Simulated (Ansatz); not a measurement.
## Ta2N under a change: uniaxial strain ε_xx = −2.39 %

The parent structure is Ta2N in the anti-CdI2 type structure (space group P-3m1, No. 164; a = 3.0507 Å, c = 4.7997 Å; relaxed with 0.1 eV smearing). Axes: x lies along a and z along c of the hexagonal cell.

Now apply this change: uniaxial strain ε_xx = −2.39 %, all other strain components held at zero, atoms relaxed at fixed cell.

Calculations: Ansatz (a quantum-chemistry and plane-wave program), PBEsol-D3(BJ), PAW, cutoff 420 eV, spin-orbit coupling left out. k-mesh 22×22×12 (Γ-centred); smearing 0.1 eV (Fermi–Dirac).

The volume per atom decreases by 0.308 Å³ (12.89 Å³ → 12.59 Å³) and the space group goes from P-3m1 (No. 164) to C2/m (No. 12). The shortest interatomic distance drops by 1.8 pm, from 214.5 pm to 212.7 pm and the energy increases by 12 meV/atom. The band gap remains zero and the largest internal atomic displacement comes out as 0.010 Å. The stress (xx, yy, zz, yz, xz, xy; compression positive) amounts to (12.6, 4.1, 6.4, -1.6, 0.0, 0.0) GPa.

No phonon test of stability was made. The final runs are not spin-polarised. An odd electron count without spin: Ta2N.
